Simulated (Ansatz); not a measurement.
System: interstitial H in 4H silicon carbide (charge state +1). The step: a direct jump of one H atom; the atom moves 1.06 Å along (-0.34, 0.00, 0.00) of the unit cell; the moving atom starts with neighbours C at 1.10, C at 2.18; Si at 1.91, Si at 1.93, Si at 2.14 Å and ends with C at 1.10, C at 2.18; Si at 1.91, Si at 1.93, Si at 2.14 Å. DFT values are from Ansatz (plane-wave PAW, 420 eV unless said) in a cell of 72 host sites, spin-restricted, static, with no finite-size correction. The charge state is imposed; whether it is stable for some Fermi level was not computed. Sites that were not tried may lie lower. For the PBE band: the program found a first-order saddle point.

```
Level                                                                      Forward barrier (eV)  Cost of the band or of the saddle's single point
-------------------------------------------------------------------------  --------------------  ------------------------------------------------
CHGNet universal potential (has no charge state), its own band                             0.35                                                 -
PBE, the Γ point alone, band relaxed                                                       0.64                     around 5 core-minutes (rough)
PBE, a 2×2×2 k-point mesh shifted by half a step along c, same geometries                  0.51                           roughly 40 core-seconds
r2SCAN at 500 eV, the Γ point alone, same geometries                                          …            about 25 core-seconds (a rough figure)
```

Problem. What belongs in the gaps?

Solution. 
- r2SCAN at 500 eV, the Γ point alone, same geometries, Forward barrier (eV): 0.70

At the Γ point alone and the same geometries, HSE06 less PBE is +0.098 eV for this barrier.

Ansatz is a first-principles code.
